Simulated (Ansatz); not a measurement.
The reference is WSi2 (space group I4/mmm, No. 139; a = 3.2292 Å, c = 7.8672 Å).

Calculations: Ansatz (a quantum-chemistry and plane-wave program), PBE, PAW, cutoff 420 eV, spin-orbit coupling left out.

Base values:

| Quantity | Value |
|---|---|
| c/a ratio | 2.436 |
| Lattice parameter a | 3.229 Å |

Now apply this change: a hydrostatic pressure of 7 GPa.

Q: How does this affect the c/a ratio?

A: The c/a ratio increases by 0.0054 (2.436 → 2.442).

Q: Predict the new lattice parameter a.

A: The lattice parameter a drops by 0.0346 Å (3.229 Å → 3.195 Å).

Load acts through the strain it causes; cell and atoms are relaxed under it. Whether these cells are dynamically stable was not tested. Competing high-pressure phases were not computed. The final runs are not spin-polarised.
